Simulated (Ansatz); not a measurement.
Consider BeTe in the zinc blende structure (space group F-43m, No. 216; a = 5.657 Å).

The change: hydrostatic tension (pressure −1 GPa).

Levels (all Ansatz, a first-principles code, PAW): r2SCAN (500 eV, no spin-orbit coupling); HSE06 (420 eV, no SOC).

The geometry is relaxed with r2SCAN.

| Quantity | Result |
|---|---|
| r2SCAN lowest conduction level above the VBM at special points | X 2.42 eV; K 3.13 eV; U 3.13 eV; Γ 4.06 eV |

### Question
What does HSE06 give at this geometry for the lowest conduction level above the VBM at special points?

### Answer
The lowest conduction level above the VBM at special points becomes X 2.74 eV; K 3.48 eV; U 3.48 eV; Γ 4.50 eV (r2SCAN: X 2.42 eV; K 3.13 eV; U 3.13 eV; Γ 4.06 eV).

Single points use the geometry relaxed with r2SCAN. Their cutoffs differ, which shifts pressures a little. HSE06 was sampled on its mesh, a few special points and the semilocal edge points, so its gap is an upper bound. The levels and masses belong to the bands next to the band gap. Load acts through the strain it causes; cell and atoms are relaxed under it. Whether these cells are dynamically stable was not tested.
